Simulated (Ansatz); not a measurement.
Consider the following.

End structure of the (100) surface of fcc Ni, ferromagnetic, clean 1x1 (bottom of the slab: a bare face, its two planes held):

```
CELL_PARAMETERS angstrom
      2.48857     0.00000     0.00000
      0.00000     2.48857     0.00000
      0.00000     0.00000    25.00000
ATOMIC_POSITIONS crystal
  Ni 0.50000 0.50000 0.32403
  Ni 0.00000 0.00000 0.39442
  Ni 0.50000 0.50000 0.46512
  Ni 0.00000 0.00000 0.53560
  Ni 0.50000 0.50000 0.60661
  Ni 0.00000 0.00000 0.67437
```

Set-up: 6 atoms, 8.8 Å thick at the start (thin: gaps and levels are the slab's own); mesh 15x15x1; 0.1 eV smearing; dipole correction on; 2 atoms held, the rest relaxed; symmetry of the start imposed; spin-polarised, no spin-orbit, no U.

Give the work function of the top face at the level PBE (Ansatz, an electronic-structure program).

4.91 eV
